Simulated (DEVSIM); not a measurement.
Structure: illuminated Si p-on-n cell, one wavelength, at 400 K.

Layer 1 from the left is Si, thickness (μm) 0.540, Na (cm⁻³) 1.2e19, τn (s) 3.5e-8, τp (s) 1.3e-6, absorption coefficient (cm⁻¹) 4800. Layer 2 from the left is Si, thickness (μm) 69.0, Nd (cm⁻³) 2.6e15, τn (s) 2.7e-6, τp (s) 2.7e-6, absorption coefficient (cm⁻¹) 4800.

Left contact: ohmic, minority electron recombination velocity 30000 cm/s. Right contact: ohmic, minority hole recombination velocity 70000 cm/s. Voltage is applied to the left contact. Recombination: SRH at mid-gap, radiative, Auger. Light enters at the left, 4.8e16 photons cm⁻² s⁻¹, one pass, no reflection. Mobility is μmin + (μ − μmin)/(1 + (N/Nref)^α).

The device is made up for the run: typed textbook-type constants, with dimensions and the other settings drawn at random. Values at 300 K; Nc and Nv go as T^1.5, mobilities as T to minus their exponent, the gap by Varshni's rule with the affinity fixed.

Si: gap (eV) 1.124, affinity (eV) 4.05, permittivity 11.7, Nc (cm⁻³) 2.86e19, Nv (cm⁻³) 3.1e19, μn (cm²/Vs) 1417, μp (cm²/Vs) 470, μn,min 52, μp,min 45, Nref,n 9.7e16, Nref,p 2.2e17, αn 0.68, αp 0.72, T exponent of μn 2.3, T exponent of μp 2.2, B (cm³/s) 4.7e-15, Cn (cm⁶/s) 2.8e-31, Cp (cm⁶/s) 9.9e-32, Varshni α (eV/K) 0.000473, Varshni β (K) 636.

Simulated with DEVSIM: 1D drift-diffusion, Boltzmann statistics, complete ionisation; no tunnelling, impact ionisation, image-force lowering or self-heating.

Dark forward current:

| |V| (V) | |J| (A/cm²) |
|---|---|
| 0.05 | 1.483e-5 |
| 0.10 | 7.353e-5 |
| 0.15 | 0.0003147 |
| 0.20 | 0.001321 |
| 0.25 | 0.005535 |
| 0.30 | 0.02291 |
| 0.35 | 0.08991 |
| 0.40 | 0.3102 |
| 0.45 | 0.9043 |
| 0.50 | 2.303 |
| 0.55 | 5.350 |
| 0.60 | 11.70 |
| 0.65 | 24.58 |
| 0.70 | 50.01 |
| 0.75 | 98.35 |
| 0.80 | 184.2 |
| 0.85 | 322.6 |
| 0.90 | 521.9 |
| 0.95 | 782.2 |
| 1.00 | 1097 |
| 1.05 | 1460 |
| 1.10 | 1862 |
| 1.15 | 2298 |

Task: Work out the local ideality factor n = ΔV / (kT/q · ln(J2/J1)) between the rows 0.15 and 0.20 V, 1.10 and 1.15 V.

Result: kT/q = 34.47 mV. From 0.15 to 0.20 V: ln(0.001321/0.0003147) = 1.435, n = 1.01, near the 1 of diffusion or emission over a barrier. From 1.10 to 1.15 V: ln(2298/1862) = 0.210, n = 6.89.

Task: What current could the absorbed light give at most, and what share is collected?

Result: Σ αd = 33.4, so qΦ(1 − exp(−Σ αd)) = 7.69 mA/cm². The simulated short-circuit current is 7.110 mA/cm², a share of 0.92.

Task: Estimate the open-circuit voltage by superposition: the voltage at which the dark current equals that short-circuit current.

Result: Interpolating ln J in the table gives 0.259 V. The simulation gives 0.259 V, the same within the digits that matter. Superposition holds where collection doesn't change with voltage.
